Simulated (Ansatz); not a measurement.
The starting structures come from a database of crystals and need not be the phases stable at ambient conditions.

Inside the gap of an insulator the Bloch states are evanescent, with a wavenumber k + iκ along the transport direction.

Given:

```
CELL_PARAMETERS angstrom
      5.42866     0.00000     0.00000
      0.00000     7.61397     0.00000
      2.71433     3.80699     2.72245
ATOMIC_POSITIONS crystal
  Ca 0.01157 0.26157 0.97686
  Ca 0.98843 0.73843 0.02314
  Ti 0.50000 0.00000 0.00000
  Ti 0.50000 0.50000 0.00000
  O  0.50000 0.29517 0.50000
  O  0.50000 0.70483 0.50000
  O  0.00000 0.70483 0.50000
  O  0.00000 0.29517 0.50000
  O  0.41657 0.16657 0.16686
  O  0.58343 0.83343 0.83314
```

Space group of this cell: Imma. The cell is taken as given; by PBEsol its mean pressure is -2.9 GPa.

Transport runs along the normal of the first two printed cell vectors.

No gap correction and no spin-orbit coupling; mid-gap values are interpolated between computed energies.

Predict the band gap and the smallest decay constant κ at mid-gap from Ansatz (a first-principles code) with PBEsol.

Gap 2.21 eV on a 12×12×12 mesh; κ = 0.297 1/Å, at the zone centre.
